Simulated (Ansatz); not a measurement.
**What biaxial strain −2.00 %, plane normal [001], relaxed out of plane does to MgTe**

Take MgTe in the zinc blende structure (space group F-43m, No. 216; a = 6.439 Å) as the base. Axes: x, y, z lie along the cube axes.

One thing is altered: biaxial strain −2.00 %, plane normal [001], relaxed out of plane (Cartesian); in-plane vectors clamped, the third vector and the atoms free.

The values are results of PBEsol/PAW in Ansatz (an electronic-structure program), no spin-orbit coupling, not measurements. k-mesh 9×9×9 (Γ-centred); smearing 0.05 eV (Fermi–Dirac).

```tsv
quantity	base	changed	shift
space group	F-43m (No. 216)	I-4m2 (No. 119)	–
shortest interatomic distance	2.788 Å	2.777 Å	-0.0118 Å
energy relative to the base (free energy F)	0 meV/atom	+2.9 meV/atom	+2.9 meV/atom
pressure (mean of the normal stresses, compression positive)	-0.01 GPa	0.48 GPa	+0.49 GPa
band gap	2.35 eV	2.35 eV	0.00 eV
gap character	direct at Γ	direct at Γ	–
electron mass	0.16 mₑ (at Γ)	0.16 mₑ (at Γ)	–
valence-band top at Γ (three highest levels, from the VBM)	0.00, 0.00, 0.00 eV	0.00, 0.00, -0.14 eV	–
valley order (the lowest conduction-band minima on the path, energy above the VBM, named in the base's zone)	Γ 2.35 eV; X along ⟨100⟩ 2.71 eV; L along ⟨111⟩ 3.18 eV	Γ 2.35 eV; X along [010] 2.61 eV; X along [001] 2.73 eV; L along [111] 3.13 eV	–
out-of-plane strain	–	+2.66 %	–
ratio −ε⊥/ε∥	–	1.33	–
mean in-plane stress (compression positive)	–	+0.7 GPa	–
```

Final structure (turned so that z lies along the plane normal):

```
CELL_PARAMETERS angstrom
      4.46220     0.00000     0.00000
      0.00000     4.46220     0.00000
      2.23110    -2.23110     3.30536
ATOMIC_POSITIONS crystal
  Mg 0.00000 0.00000 0.00000
  Te 0.75000 0.75000 0.50000
```

With Te present, leaving out spin-orbit coupling can change the band edges. Masses are band curvatures over ±0.01 Å⁻¹ around the edge. Whether these cells are dynamically stable was not tested. Labels are those of the standard path for the cell's own space group.
